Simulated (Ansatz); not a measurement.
Effect of uniaxial strain ε_zz = −1.00 % on Mo

Consider Mo in the bcc (W type) structure (space group Im-3m, No. 229; a = 3.151 Å; relaxed with 0.1 eV smearing). Axes: x, y, z lie along the cube axes.

It is then changed as follows: uniaxial strain ε_zz = −1.00 %, all other strain components held at zero; the atoms relax in the strained cell.

Calculations: Ansatz (a program for electronic structure), r2SCAN, PAW, cutoff 500 eV, no SOC. k-mesh 29×29×29 (Γ-centred); smearing 0.1 eV (Fermi–Dirac).

```json
[
 {"quantity": "space group", "base": "Im-3m (No. 229)", "changed": "I4/mmm (No. 139)", "shift": "–"},
 {"quantity": "shortest interatomic distance", "base": "2.729 Å", "changed": "2.720 Å", "shift": "-0.009 Å"},
 {"quantity": "energy relative to the base (free energy F)", "base": "0 meV/atom", "changed": "+2.4 meV/atom", "shift": "+2.4 meV/atom"},
 {"quantity": "pressure (mean of the normal stresses, compression positive)", "base": "0.0 GPa", "changed": "2.8 GPa", "shift": "+2.8 GPa"},
 {"quantity": "band gap", "base": "zero", "changed": "zero", "shift": "–"},
 {"quantity": "stress (xx, yy, zz, yz, xz, xy; compression positive)", "base": "–", "changed": "(1.7, 1.7, 5.1, 0.0, 0.0, 0.0) GPa", "shift": "–"}
]
```

Cost of the whole job for the changed cell (relaxation, final SCF and bands): about 60 core-seconds (a rough figure).

Whether these cells are dynamically stable was not tested. All final runs are without spin polarisation.
